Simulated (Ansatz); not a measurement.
The starting structures come from a database of crystals and need not be the phases stable at ambient conditions.

The decay constant κ of evanescent states in the gap governs leakage through a thin film.

Here is the system:

```
CELL_PARAMETERS angstrom
      5.28485     0.00000     0.00000
      2.64242     4.57681     0.00000
      2.64243     1.52560     4.84596
ATOMIC_POSITIONS crystal
  Li 0.63781 0.63781 0.08657
  Li 0.36219 0.36219 0.91343
  Nb 0.85560 0.85560 0.43319
  Nb 0.14440 0.14440 0.56681
  O  0.78391 0.43784 0.73241
  O  0.21609 0.56216 0.26759
  O  0.43784 0.04584 0.73241
  O  0.56216 0.95416 0.26759
  O  0.04584 0.78391 0.73241
  O  0.95416 0.21609 0.26759
```

Space group of this cell: R-3. The cell is taken as given; by r2SCAN its mean pressure is -8.8 GPa.

Transport runs along the normal of the first two printed cell vectors, the (001) plane of the conventional cell.

No gap correction and no spin-orbit coupling; mid-gap values are interpolated between computed energies.

Problem. Predict the band gap and the smallest decay constant κ at mid-gap from r2SCAN (Ansatz, a first-principles code).

Solution. Gap 4.22 eV on a 8×8×8 mesh; κ = 0.492 1/Å, at the zone centre.
